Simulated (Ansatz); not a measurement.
The parent structure is BeSe in the zinc blende structure (space group F-43m, No. 216; a = 5.129 Å). Axes: x, y, z lie along the cube axes.

The change: biaxial strain −2.04 %, plane normal [110], relaxed out of plane (Cartesian); in-plane vectors clamped, the third vector and the atoms free.

Levels (all Ansatz, a first-principles code, PAW, earlier PAW set): PBEsol (420 eV, without spin-orbit coupling); HSE06 (420 eV, no spin-orbit coupling); PBEsol+SOC (420 eV, noncollinear with spin-orbit coupling).

At the geometry relaxed with PBEsol, these levels gave the following band gaps, in shuffled order: (a) 2.18 eV, (b) 3.15 eV, (c) 2.06 eV.

Match each gap to its level.

(a) PBEsol; (b) HSE06; (c) PBEsol+SOC.

Single points use the geometry relaxed with PBEsol. HSE06 was sampled on its mesh, a few special points and the semilocal edge points, so its gap is an upper bound. The spin-orbit shifts are approximate. Stability against distortions was not tested.
